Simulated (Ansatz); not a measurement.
The structure below was relaxed with Kohn–Sham DFT with the PBEsol functional, run in Ansatz (a program for electronic structure) with PAW and 420 eV plane waves, no SOC.

```yaml
crystal:
  lattice:
    - [5.63327, 0.00000, 0.00000]
    - [0.00000, 5.63327, 0.00000]
    - [0.00000, 0.00000, 5.63327]
  atoms:
    - { symbol: P, position: [0.73477, 0.26523, 0.73477] }
    - { symbol: P, position: [0.26523, 0.26523, 0.26523] }
    - { symbol: P, position: [0.73477, 0.73477, 0.26523] }
    - { symbol: P, position: [0.26523, 0.73477, 0.73477] }
    - { symbol: Al, position: [0.50000, 0.00000, 0.50000] }
    - { symbol: Lu, position: [0.00000, 0.00000, 0.00000] }
    - { symbol: Al, position: [0.50000, 0.50000, 0.00000] }
    - { symbol: Al, position: [0.00000, 0.50000, 0.50000] }
```

Problem. Find the space group and the Wyckoff positions.

Solution. Space group P-43m (No. 215); a = b = c = 5.633 Å, α = β = γ = 90.00°

| atom | site | symmetry | x | y | z |
|---|---|---|---|---|---|
| P | 4e | .3m | 0.2652 | 0.2652 | 0.2652 |
| Al | 3c | -42.m | 0.0000 | 0.5000 | 0.5000 |
| Lu | 1a | -43m | 0.0000 | 0.0000 | 0.0000 |

Problem. Describe the coordination.

Solution. The crystal has 8 atoms in its conventional cell. Cell: a = b = c = 5.6333 Å, α = β = γ = 90.00°. P is coordinated by 3 Al at 2.394 Å and 1 Lu at 2.588 Å (tetrahedral). Al is surrounded by 4 P at 2.394 Å (tetrahedral). Lu has 4 P at 2.588 Å (tetrahedral). (Neighbours: up to the widest gap in distance over summed covalent radii, below 1.35, at either atom; cation-cation and far metal-metal contacts left out.)

These are small ordered cells, not random alloys; other orderings at the same x differ. No phonon test of stability was made. The cell was made from AlP by this change: x(Lu) = 0.25, 8 atoms, P-43m.
